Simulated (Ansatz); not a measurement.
## Migration barriers: interstitial Si in 4H silicon carbide, neutral cell

Defect migration in 4H silicon carbide: interstitial Si, neutral cell. The numbers are results of PBE, PAW (plane waves to 420 eV; Ansatz, an electronic-structure program), not measurements.

256-site cell at the relaxed PBE lattice, the Γ point alone, smearing 0.01 eV, spin-restricted, no finite-size correction. No zero-point or tunnelling terms. The charge state is imposed; whether it is stable for some Fermi level was not computed. Sites that were not tried may lie lower. At one site or more, about 0.5 electron(s) of the cell lie at energies of the host's conduction band, so they may not be on the defect. On the k-point mesh the defect's levels are only partly filled at one site or more.

Barriers: single points on a 2×2×2 k-point mesh shifted by half a step along c at the bands' geometries (they differ from the bands' own by up to 0.17 eV, and are uncertain by about as much).

```json
[
 {"Route": "several atoms move together, Si the farthest", "Start site over the lowest site run (eV)": "0.00", "Hop (Å)": "0.97", "Forward barrier (eV)": "1.75", "Backward barrier (eV)": "1.75", "Neighbours at the start": "C at 1.78, 2 C at 1.99; Si at 2.12, Si at 2.29 Å", "Neighbours at the saddle": "C at 1.73; 2 Si at 2.23 Å", "Saddle order": "not checked, on a symmetry element", "Forward, on the band's own sampling (eV)": "1.58"}
]
```

Paths come from climbing-image nudged elastic band runs.  A band can be held on a symmetry element, so unchecked saddle points there may be too high. A further band (several atoms move together, Si the farthest, 1.62 Å) gave 0.69 eV forward on its own sampling, 0.85 eV above the lowest site run, but at one of its points the charge lies in the host's bands or the defect's levels are part-filled, so it is not taken as a result.
